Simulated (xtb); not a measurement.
xtb 6.7.1, GFN1-xTB: Si(NMe2)(OSiH3)3 (CN(C)[Si](O[SiH3])(O[SiH3])O[SiH3]), 25 atoms. The geometry is a generated start, not checked to be a minimum at this level.

| Item | Result |
|---|---|
| method | GFN1-xTB |
| --acc | 1 (default) |
| --etemp (K) | 300 (default) |
| detailed input (--input) | none: ANC optimiser, Lindh (1995) Hessian, microcycle=20, maxdispl=1.0, hlow=0.01 (default) |
| basis functions | 94 |
| valence electrons | 62 |

```xyz
25

C     -2.4855    -0.9764    -0.4153
N     -1.3072    -0.4688    -1.0716
C     -1.6014     0.2304    -2.2989
Si     0.0951    -0.0991    -0.1752
O      0.0652     1.2942     0.6579
Si    -0.4645     2.1146     1.9481
O      1.3251     0.0093    -1.2113
Si     2.8833     0.4552    -1.2474
O      0.3110    -1.3019     0.8814
Si     1.4217    -1.8480     1.9234
H     -2.1890    -1.5370     0.4667
H     -3.0263    -1.6423    -1.0959
H     -3.1626    -0.1676    -0.1115
H     -0.6681     0.5382    -2.7619
H     -2.1372    -0.4362    -2.9805
H     -2.2210     1.1196    -2.1210
H      0.1140     1.5385     3.1640
H      0.0133     3.4686     1.6790
H     -1.9284     2.0387     2.0025
H      3.5738     0.0337    -0.0263
H      2.9393     1.9111    -1.3893
H      3.3596    -0.2460    -2.4371
H      0.6404    -2.7894     2.7250
H      2.4956    -2.4950     1.1692
H      1.9540    -0.7446     2.7259
```

The structure is relaxed from this start with --opt LEVEL for the levels crude, sloppy, loose, lax, normal, tight, vtight, extreme, once each. Up to the end of the extreme run atoms move by at most 1.4 Å along an axis.

Question: Choose the cheapest level whose final energy lies within 20 meV of that of extreme.

Answer: sloppy: 19 cycles against 128, ending 9.3 meV above.

```json
[
 {"level": "crude", "cycles": "15", "energy above the extreme run (meV)": "29", "gradient norm (eV/Å)": "0.43"},
 {"level": "sloppy", "cycles": "19", "energy above the extreme run (meV)": "9.3", "gradient norm (eV/Å)": "0.26"},
 {"level": "loose", "cycles": "21", "energy above the extreme run (meV)": "7.2", "gradient norm (eV/Å)": "0.14"},
 {"level": "lax", "cycles": "24", "energy above the extreme run (meV)": "4.9", "gradient norm (eV/Å)": "0.097"},
 {"level": "normal", "cycles": "28", "energy above the extreme run (meV)": "3.3", "gradient norm (eV/Å)": "0.029"},
 {"level": "tight", "cycles": "64", "energy above the extreme run (meV)": "0.59", "gradient norm (eV/Å)": "0.016"},
 {"level": "vtight", "cycles": "101", "energy above the extreme run (meV)": "0.10", "gradient norm (eV/Å)": "0.0042"},
 {"level": "extreme", "cycles": "128", "energy above the extreme run (meV)": "—", "gradient norm (eV/Å)": "0.0016"}
]
```
